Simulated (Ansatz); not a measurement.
# ZrSe2 under a change: H interstitial (started 2.58 Å from the nearest host atom), symmetric start

Base system: a 9-atom supercell of ZrSe₂ in the CdI2 type structure (space group P-3m1, No. 164; a = 3.735 Å, c = 6.032 Å; layered, stacked along the Cartesian z axis) at its relaxed geometry.

Now apply this change: a neutral H interstitial (started 2.58 Å from the nearest host atom), symmetric start, atoms relaxed at fixed cell.

All numbers come from PBE-D3(BJ) in Ansatz (plane waves to 420 eV, PAW, no spin-orbit coupling). Settings: 7×7×7 k-points, 0.05 eV Fermi–Dirac smearing.

The pressure goes from zero to -1.0 GPa and the largest displacement of a host atom from its site in the perfect cell comes out as 0.21 Å.

Final structure:

```yaml
crystal:
  lattice:
    - [5.60262, -3.23468, 0.00000]
    - [0.00000, 6.46935, 0.00000]
    - [-1.86754, -3.23468, 6.03154]
  atoms:
    - { symbol: Zr, position: [0.01163, 0.02325, 0.03488] }
    - { symbol: Zr, position: [0.66667, 0.33333, 0.00000] }
    - { symbol: Zr, position: [0.32171, 0.64341, 0.96512] }
    - { symbol: Se, position: [0.09635, 0.52814, 0.26657] }
    - { symbol: Se, position: [0.73843, 0.83478, 0.26657] }
    - { symbol: Se, position: [0.43179, 0.17022, 0.26657] }
    - { symbol: Se, position: [0.59490, 0.83189, 0.73343] }
    - { symbol: Se, position: [0.23698, 0.13853, 0.73343] }
    - { symbol: Se, position: [0.90154, 0.49645, 0.73343] }
    - { symbol: H, position: [0.16667, 0.33333, 0.50000] }
```

Cost of the whole job for the changed cell (relaxation, final SCF and bands): around 11 core-minutes (rough).

In so small a cell the defect repeats every few ångströms: this is an ordered compound, not a dilute defect. The defect started on the symmetric site and kept its symmetry, so it may sit on a saddle. The final runs are not spin-polarised. Gaps under 0.05 eV, about the width of the smearing, are given as zero. The defect cell is not spin-polarised.

Ansatz is a first-principles code.
